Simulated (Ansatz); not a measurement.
## One base run on LaZn4 (Cmcm, 10 atoms in the cell) and variants with one or two settings moved

Space group Cmcm (No. 63); a = 6.3400 Å, b = 10.3120 Å, c = 6.1220 Å, α = 90.00°, β = 90.00°, γ = 90.00°

```
atom  site  symmetry       x       y       z
----  ----  --------  ------  ------  ------
La      4c       m2m  0.0000  0.7347  0.2500
Zn      4c       m2m  0.0000  0.1488  0.2500
Zn      4c       m2m  0.0000  0.3909  0.2500
Zn      8e       2..  0.2186  0.0000  0.0000
```
(The calculation used a cell of 10 atoms; values per cell refer to that cell.)

Base run A: Ansatz (a program for electronic structure) with r2SCAN, default PAW files made with PBE, self-consistent single point.

Its settings: kpoints.mp_grid.grid = 3 3 3; hamiltonian.xc = r2scan; hamiltonian.pseudopotentials = {kind: paw} (the program's default PAW files); scf.occupations.method = gaussian; scf.occupations.width = 0.0073 Ry.

The starting cell comes from a database of published, mostly measured structures (it also holds non-ambient and calculated ones), without a prior relaxation at this level. Ansatz's pressure includes its estimate of the finite-basis (Pulay) stress. Without a gap this mesh is coarse (it stands for a supercell whose shortest vector is 18 Å).

A dash stands where there is no value to compare (another energy zero or no entropy term, no result, no spin, no clean gap, or a mesh too coarse for one). 

Runs:
- B: hamiltonian.dispersion: default → d3bjatm [r2SCAN-D3BJ-ATM]
- C: hamiltonian.dispersion: default → d4 [r2SCAN-D4]

| run | pressure (GPa) | largest force (eV/Å) | dispersion energy (eV/atom) |
|---|---|---|---|
| A | -2.33 | 0.210 | – |
| B | -3.34 | 0.207 | -0.152 |
| C | -3.08 | 0.208 | -0.100 |

Run C against A: The pressure goes from -2.33 to -3.08 GPa and the largest force hardly changes (0.210 to 0.208 eV/Å).

Run B against A: The pressure goes from -2.33 to -3.34 GPa and the largest force hardly changes (0.210 to 0.207 eV/Å).

Left out of this page: 1 run of the series unsound by tests on forces, stress, charge or solver warnings.

Keys are those of Ansatz 0.2.
